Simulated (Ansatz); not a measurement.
Base system: GaN in the wurtzite structure (space group P6_3mc, No. 186; a = 3.183 Å, c = 5.186 Å).

Calculations: PBEsol (Ansatz, an electronic-structure program, PAW, no spin-orbit coupling), earlier PAW set.

Base values:

The valence-band top at Γ is 0.00, 0.00, -0.04 eV. The electron mass is 0.16 mₑ along c, 0.17 mₑ across (at Γ).

Modification: a hydrostatic pressure of 45 GPa.

Question: How does this affect the valence-band top at Γ?

Answer: The valence-band top at Γ (three highest levels, from the VBM) goes from 0.00, 0.00, -0.04 eV to 0.00, 0.00, -0.09 eV.

Question: Predict the new electron mass.

Answer: The electron mass goes from 0.16 mₑ along c, 0.17 mₑ across (at Γ) to 0.23 mₑ along c, 0.26 mₑ across (at Γ).

The levels and masses belong to the bands next to the band gap. Load acts through the strain it causes; cell and atoms are relaxed under it. Masses are band curvatures over ±0.01 Å⁻¹ around the edge. Whether these cells are dynamically stable was not tested. Tetrahedral semiconductors of this kind turn to denser phases somewhere between about 1 and 50 GPa; those were not computed, so compressed cells here can lie past the real transition.
